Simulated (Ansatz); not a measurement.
## Double-hcp La: elastic constant C44 by level of theory

No measured value is used here.

```csv
level (code),value (GPa),cell (Å³/atom)
LDA (Ansatz),17.4,32.21
PBE (Ansatz),14.8,37.13
PBEsol (Ansatz),16.5,33.96
r²SCAN (Ansatz),…,37.27
```

### Question
What belongs in the gaps?

### Answer

- r²SCAN (Ansatz, an electronic-structure program), value (GPa): 12.3

Each level is taken at its own relaxed cell. Cutoffs differ between the levels. Ansatz's density-functional and Hartree–Fock values are scalar-relativistic unless marked +SOC, with PAW data made under PBE.
